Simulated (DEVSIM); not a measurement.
Structure: abrupt Si n-p junction, at 300 K.

```tsv
layer (left to right)	material	thickness (μm)	Nd (cm⁻³)	Na (cm⁻³)	τn (s)	τp (s)
1	Si	0.640	8e17	-	5.2e-6	5.2e-6
2	Si	0.530	-	2e16	5.2e-6	5.2e-6
```

Left contact: ohmic. Right contact: ohmic. Voltage is applied to the left contact. Recombination: SRH at mid-gap. Mobility is constant in doping.

Constants are typed, rounded textbook-type inputs, not results; the design itself was drawn at random and stands for no fabricated device. Values at 300 K.

| parameter | Si |
|---|---|
| gap (eV) | 1.124 |
| affinity (eV) | 4.05 |
| permittivity | 11.7 |
| Nc (cm⁻³) | 2.86e19 |
| Nv (cm⁻³) | 3.1e19 |
| μn (cm²/Vs) | 1417 |
| μp (cm²/Vs) | 470 |

DEVSIM, 1D drift-diffusion, Boltzmann statistics, complete ionisation; no tunnelling, impact ionisation, image-force lowering or self-heating.

The doping Na of layer 2 was swept, all else fixed.

```tsv
doping Na of layer 2 (cm^-3)	dark forward voltage at 100 A/cm² (V)	dark forward voltage at 1 A/cm² (V)	potential step across the device at zero bias (V)	largest field in the device at zero bias (V/cm)
6e14	…	…	0.751	50000
2e15	0.599	0.459	0.782	52000
6e15	0.630	0.502	0.811	57000
2e16	0.663	0.540	0.842	77000
6e16	0.692	0.571	0.870	120000
2e17	0.723	0.603	0.901	210000
6e17	0.749	0.629	0.930	310000
```

Question: What belongs in the gaps?

Answer: 
- 6e14, dark forward voltage at 100 A/cm² (V): 0.567
- 6e14, dark forward voltage at 1 A/cm² (V): 0.409
